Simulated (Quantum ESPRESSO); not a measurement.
Quantum ESPRESSO is run on PtPb (P6_3/mmc, 4 atoms in the cell), and the run fails. The aim is a zone-centre phonon calculation with DFT, LDA (PZ), plane waves, GBRV 1.5 ultrasoft (LDA) pseudopotentials.

The self-consistent step had converged with these keywords: prefix = pwscf; ecutwfc = 40 Ry; ecutrho = 320 Ry; occupations = smearing; smearing = mp; degauss = 0.0073499 Ry; potentials = {Pt: pt_lda_v1.4.uspp.F.UPF, Pb: pb_lda_v1.uspp.F.UPF}; K_POINTS = automatic 11 11 5 0 0 0; conv_thr = 1e-11 Ry; mixing_beta = 0.4. The next shown step is ph.x.

This input was run:

```fortran
phonons at the zone centre
&INPUTPH
    prefix = 'pwscf'
    outdir = './tmp/'
    tr2_ph = 1.0d-14
    fildyn = 'dyn.G'
    niter_ph = 3
/
0.0 0.0 0.0
```

Output (repeated stretches shortened):

```
     Representation #   1 mode #   1

     Self-consistent Calculation

      iter #   1   av.it.:   9.8
      thresh= 1.000E-02 alpha_mix =  0.700 |ddv_scf|^2 =  3.647E-04

      iter #   2   av.it.:  17.5
      thresh= 1.910E-03 alpha_mix =  0.700 |ddv_scf|^2 =  3.671E-03

      iter #   3   av.it.:  14.2
      thresh= 6.059E-03 alpha_mix =  0.700 |ddv_scf|^2 =  9.487E-07
     End of self-consistent calculation

     No convergence has been achieved
   JOB DONE.
STOP 1
```

What caused this, and what should be changed?

The fault is an iteration limit that is too low. The loop is cut before its threshold is met, so whatever is printed at the end is not self-consistent. To fix it, raise the limit, or leave it to the default. The run ended unconverged in one of its stages.

On the sound input: the starting cell comes from a database of computed structures (which also holds hypothetical and non-ambient phases and stackings), without a prior relaxation at this level. Spin polarisation is off. With a pressure of about -8 GPa the cell is away from its equilibrium volume at this level.
